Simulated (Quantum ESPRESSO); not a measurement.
# A short convergence ladder for AlNi (Cmmm, 2 atoms in the cell)

```yaml
crystal:
  lattice:
    - [1.93288, 1.94733, 0.00000]
    - [-1.93288, 1.94733, 0.00000]
    - [0.00000, 0.00000, 3.09013]
  atoms:
    - { symbol: Al, position: [0.00000, 0.00000, 0.00000] }
    - { symbol: Ni, position: [0.50000, 0.50000, 0.50000] }
```

Base method: LDA (PZ), GBRV 1.5 ultrasoft (LDA) pseudopotentials (plane waves; Quantum ESPRESSO).

Base settings: ecutwfc = 50 Ry; ecutrho = 400 Ry; occupations = smearing; smearing = gaussian; degauss = 0.0073499 Ry; potentials = {Al: al_lda_v1.uspp.F.UPF, Ni: ni_lda_v1.4.uspp.F.UPF}; K_POINTS = automatic 7 7 7 0 0 0; conv_thr = 1e-10 Ry.

Core times come from one kind of shared machine, to one figure; runs under 30 s give none.

**Zone-centre phonons against the SCF threshold**

In this ladder: ph.x.tr2_ph = 1e-14; ph.x.fildyn = dyn.G; dynmat.x.fildyn = dyn.G; dynmat.x.asr = crystal.

The mesh stays at the base's, so the ladder's end is converged at best in this setting alone.

Frequencies are those of the unrelaxed cell, without the LO-TO term of polar crystals.

Only quantities that move along the ladder and can be compared are tabulated.

```csv
conv_thr,highest zone-centre frequency (cm⁻¹),core time / last (rough)
7.3e-05 Ry,65.7,1
7.3e-07 Ry,300.7,1
7.3e-09 Ry,298.6,1
7.3e-13 Ry,299.0,1
```

Coarsest conv_thr that holds the highest zone-centre frequency within 2 cm⁻¹ of the last step, with all finer ones: 7.3e-07 Ry; the step before is off by 230 cm⁻¹.

On the base run: the starting cell comes from a database of computed structures (which also holds hypothetical and non-ambient phases and stackings), without a prior relaxation at this level. Its lattice was rescaled by up to half a per cent. Spin polarisation is off. In the base run, with a pressure of about -3 GPa the cell is away from its equilibrium volume at this level.
